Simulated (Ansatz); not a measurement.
CsCl-type NiAl

These are HSE06 (Ansatz, a quantum-chemistry and plane-wave program, PAW) values and carry that method's errors.

Numerical settings: plane-wave cutoff 500 eV, 10×10×10 k mesh, Fermi–Dirac smearing 0.1 eV, no spin polarisation, scalar-relativistic PAW data made under PBE.

Cell (relaxed at this level):

```
CELL_PARAMETERS angstrom
      2.86443     0.00000     0.00000
      0.00000     2.86443     0.00000
      0.00000     0.00000     2.86443
ATOMIC_POSITIONS crystal
  Al 0.50000 0.50000 0.50000
  Ni 0.00000 0.00000 0.00000
```

- equilibrium volume per atom = 11.75 Å³/atom
- equilibrium lattice constant a = 2.864 Å

Measured, for comparison: equilibrium volume per atom 11.97 Å³/atom, lattice constant a 2.882 Å (extrapolated to 0 K, zero-point anharmonic expansion removed (Haas, Tran, Blaha 2009); as tabulated in Levämäki et al. (2014), arXiv:1402.3671). Computed (rounded) less measured: equilibrium volume per atom -1.8 %, lattice constant a -0.6 %.

Note: exact exchange on metals is sensitive to the k mesh and can open a false gap; the run warned that the count of filled bands differs between k points.

Static lattice: no zero-point or thermal effects.

Computing time: roughly 10 core-minutes.
